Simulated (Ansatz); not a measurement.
# CaO: pressure series

Take CaO in the rock salt structure (space group Fm-3m, No. 225; a = 4.8308 Å) as the base.

Cell and atoms are relaxed at each pressure.

Computed with Ansatz (a quantum-chemistry and plane-wave program), PBE, PAW, cutoff 420 eV, without spin-orbit coupling.

| variant | density | width of the top valence band | electron mass |
|---|---|---|---|
| base | 3.30 g/cm³ | 1.16 eV | 1.4 mₑ along k, 0.44 mₑ across (at X) |
| pressure −2 GPa | 3.24 g/cm³ | 1.13 eV | 1.4 mₑ along k, 0.45 mₑ across (at X) |
| pressure −1 GPa | 3.27 g/cm³ | 1.14 eV | 1.4 mₑ along k, 0.45 mₑ across (at X) |
| pressure 0.9 GPa | 3.33 g/cm³ | 1.18 eV | 1.4 mₑ along k, 0.44 mₑ across (at X) |
| pressure 2.1 GPa | 3.37 g/cm³ | 1.20 eV | 1.4 mₑ along k, 0.44 mₑ across (at X) |
| pressure 4.5 GPa | 3.44 g/cm³ | 1.24 eV | 1.4 mₑ along k, 0.43 mₑ across (at X) |
| pressure 9 GPa | 3.55 g/cm³ | 1.31 eV | 1.4 mₑ along k, 0.42 mₑ across (at X) |
| pressure 15 GPa | 3.69 g/cm³ | 1.39 eV | 1.4 mₑ along k, 0.41 mₑ across (at X) |
| pressure 22.5 GPa | 3.85 g/cm³ | 1.50 eV | 1.4 mₑ along k, 0.40 mₑ across (at X) |
| pressure 30 GPa | 3.99 g/cm³ | 1.59 eV | 1.4 mₑ along k, 0.38 mₑ across (at X) |

The levels and masses belong to the bands next to the band gap. Load acts through the strain it causes; cell and atoms are relaxed under it. Masses are band curvatures over ±0.01 Å⁻¹ around the edge. Along k means along the line from Γ to the band edge. Whether these cells are dynamically stable was not tested. Competing high-pressure phases were not computed.
